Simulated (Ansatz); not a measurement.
Take Nb in the bcc (W type) structure (space group Im-3m, No. 229; a = 3.2484 Å; relaxed with 0.1 eV smearing) as the base. Axes: x, y, z lie along the cube axes.

The values are results of LDA/PAW in Ansatz (a program for electronic structure), without spin-orbit coupling, not measurements.

Perturbation: the cell is stretched by 1.00 % along z with no lateral relaxation; the atoms relax in the strained cell.

### Question
Predict the stress tensor and what it implies for the stiffness.

### Answer
Stress of the strained cell less that of the base (GPa, compression positive):
```
   -1.4     0.0     0.0
    0.0    -1.4     0.0
    0.0     0.0    -2.7
```

Then −Δσ_ii/ε with ε = 0.0100 gives relaxed-ion elastic constants: C33 ≈ 269 GPa, C13 ≈ 142 GPa and C23 ≈ 142 GPa.

Whether these cells are dynamically stable was not tested. All final runs are without spin polarisation.
